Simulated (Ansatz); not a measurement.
Take CdSe in the wurtzite structure (space group P6_3mc, No. 186; a = 4.248 Å, c = 6.941 Å) as the base. Axes: x lies along a and z along c of the hexagonal cell.

Level of theory: LDA (Ansatz, an electronic-structure program, PAW, spin-orbit coupling left out).

One thing is altered: uniaxial strain ε_zz = +0.60 %, all other strain components held at zero; the atoms relax in the strained cell.

**Question.** Predict the stress tensor and what it implies for the stiffness.

**Answer.** Stress of the strained cell less that of the base (GPa, compression positive):
```
  -0.24    0.00    0.00
   0.00   -0.24    0.00
   0.00    0.00   -0.56
```

Then −Δσ_ii/ε with ε = 0.0060 gives relaxed-ion elastic constants: C33 ≈ 93 GPa.

No phonon test of stability was made.
